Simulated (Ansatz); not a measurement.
## Quick settings and what they miss: MgAu₃ (I4/mmm, 4 atoms in the cell)

Self-consistent single point.

```xyz
4
Lattice="-2.0819 2.0819 4.2433 2.0819 -2.0819 4.2433 2.0819 2.0819 -4.2433" Properties=species:S:1:pos:R:3 pbc="T T T"
Mg     0.0000     0.0000     0.0000
Au     0.0000     0.0000     4.2433
Au     0.0000     2.0819     2.1216
Au     2.0819     0.0000     2.1216
```

Level of theory: PBEsol, default PAW files made with PBE (plane waves; Ansatz, a first-principles code).

Base settings: basis.ecutwfc = 420 eV; kpoints.mp_grid.grid = 9 9 9; kpoints.mp_grid.shift = 0.5 0.5 0.5; hamiltonian.xc = pbesol; hamiltonian.pseudopotentials = {kind: paw} (the program's default PAW files); scf.occupations.method = cold; scf.occupations.width = 0.2 eV.

Tight run (finer mesh or higher cutoff; not a proven limit): basis.ecutwfc: 420 eV → 590 eV; kpoints.mp_grid.grid: 9 9 9 → 13 13 13; scf.convergence.dr2_threshold: default (1e-07 eV) → 1e-09 eV. It gave Fermi level (on the code's own zero) 15.81 eV; pressure -8.97 GPa.

Quick runs, as changes from the base:
- A: the base itself
- B: basis.ecutwfc: 420 eV → 210 eV; kpoints.mp_grid.grid: 9 9 9 → 2 2 2
- C: basis.ecutwfc: 420 eV → 210 eV; kpoints.mp_grid.grid: 9 9 9 → 8 8 8
- D: basis.ecutwfc: 420 eV → 335 eV; kpoints.mp_grid.grid: 9 9 9 → 6 6 6
- E: basis.ecutwfc: 420 eV → 295 eV; kpoints.mp_grid.grid: 9 9 9 → 8 8 8; scf.occupations.method: cold → methfessel_paxton
- F: basis.ecutwfc: 420 eV → 335 eV; kpoints.mp_grid.grid: 9 9 9 → 2 2 2; hamiltonian.xc: pbesol → lda [LDA (PW92)]

Energies are extrapolated to zero smearing width, which holds to low order in the width alone.

Dashes: energy of F, another energy zero.

† marks runs with another functional, U, potentials or spin treatment: their distance from the tight run is not a convergence error alone.

The count of work is k-points × plane waves × bands × iterations; it is no time. 

Pressures in the table are Ansatz's without its Pulay estimate, at a fixed set of plane waves; the tight run's value above holds the estimate.

The starting cell comes from a database of computed structures (which also holds hypothetical and non-ambient phases and stackings), without a prior relaxation at this level. Its lattice was rescaled by a random factor within 2.5 % of one. In the base run, with a pressure of about -9 GPa the cell is away from its equilibrium volume at this level.

| run | energy less tight (meV/atom) | pressure less tight (GPa) | count of work / tight |
|---|---|---|---|
| A | 1.4 | 0.07 | 0.17 |
| B | 5338.5 | -247.85 | 0.0027 |
| C | 5211.8 | -238.84 | 0.051 |
| D | 14.0 | -1.38 | 0.047 |
| E | 121.1 | -10.69 | 0.075 |
| F† | – | -6.48 | 0.0050 |

Among the runs at the tight run's level, the energy misses run from 1.4 to 5338.5 meV/atom.

Keys are those of Ansatz 0.2.
